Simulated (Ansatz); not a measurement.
Base system: CdI2 in the CdI2 type structure (space group P-3m1, No. 164; layered, stacked along the Cartesian z axis).

```cif
data_CdI2
_chemical_formula_sum 'Cd1 I2'
_space_group_name_H-M_alt 'P 1'
_space_group_IT_number 1
_cell_length_a 4.15270
_cell_length_b 4.15270
_cell_length_c 6.55084
_cell_angle_alpha 90.000
_cell_angle_beta 90.000
_cell_angle_gamma 120.000
loop_
_space_group_symop_operation_xyz
  'x, y, z'
loop_
_atom_site_label
_atom_site_type_symbol
_atom_site_fract_x
_atom_site_fract_y
_atom_site_fract_z
_atom_site_occupancy
Cd1 Cd 0.00000 0.00000 0.00000 1
I1 I 0.66667 0.33333 0.26119 1
I2 I 0.33333 0.66667 0.73881 1
```

Calculations: Ansatz (a program for electronic structure), PBEsol-D3(BJ), PAW, cutoff 420 eV, scalar-relativistic without spin-orbit coupling.

Base values:

```
Item                    Value
-------------------  --------
Band gap              2.17 eV
Smallest direct gap   2.56 eV
Pressure             0.00 GPa
```

One thing is altered: every lattice vector is shortened by 0.50 %; the atoms relax in the strained cell.

Question: What happens to the largest internal atomic displacement, band gap, smallest direct gap and pressure?

Answer: The largest internal atomic displacement comes out as 0.013 Å; the band gap shrinks by 0.03 eV, from 2.17 eV to 2.14 eV; the smallest direct gap increases by 0.03 eV, from 2.56 eV to 2.59 eV; the pressure (mean of the normal stresses, compression positive) goes from zero to 0.39 GPa.

With I present, leaving out spin-orbit coupling can change the band edges. No phonon test of stability was made.
